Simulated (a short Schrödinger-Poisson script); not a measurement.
Solved with a short Schrödinger-Poisson script written for these runs: 1D Poisson equation in equilibrium, electrons quantum, Hartree (BenDaniel-Duke, 12 states a valley, the channel's in-plane mass for all, wave functions free to enter the dielectric), parabolic valleys, classical holes, full ionisation, no traps, pinning or gate leakage.

System: symmetric double-gate stack, SiO2 on p-type Si(100), at 300 K.

From the gate side: 2.2 nm SiO2; 4 nm Si, acceptors 4e16 cm⁻³; 2.2 nm SiO2.

Constants are typed, rounded textbook-type inputs, not results; the design itself was drawn at random and stands for no fabricated device. SiO2: permittivity 3.9, conduction-band edge (eV) 3.15, gap (eV) 9, electron mass (mₑ) 0.5. Si: permittivity 11.7, conduction-band edge (eV) 0, gap (eV) 1.124, Nv at 300 K (cm⁻³) 3.1e19.

Channel valleys (confinement mass, in-plane density-of-states mass, number): Δ2 0.916, 0.19, 2; Δ4 0.19, 0.417, 4. At the gates, both at one voltage, the conduction-band edge of layer 1 lies 3.19 eV − eVg above the Fermi level of the channel. Gaps are held at their typed values at every temperature. Mesh 0.03 nm at interfaces.

**Question.** Give the lowest subband against the Fermi level at Vg = 1.5 V (meV); the sheet density of all electrons at Vg = 0.3 V (cm⁻²); the sheet density of all electrons at Vg = 1.5 V (cm⁻²).

**Answer.** lowest subband against the Fermi level at Vg = 1.5 V (meV): -52.5; sheet density of all electrons at Vg = 0.3 V (cm⁻²): 4.06e12; sheet density of all electrons at Vg = 1.5 V (cm⁻²): 2.38e13.
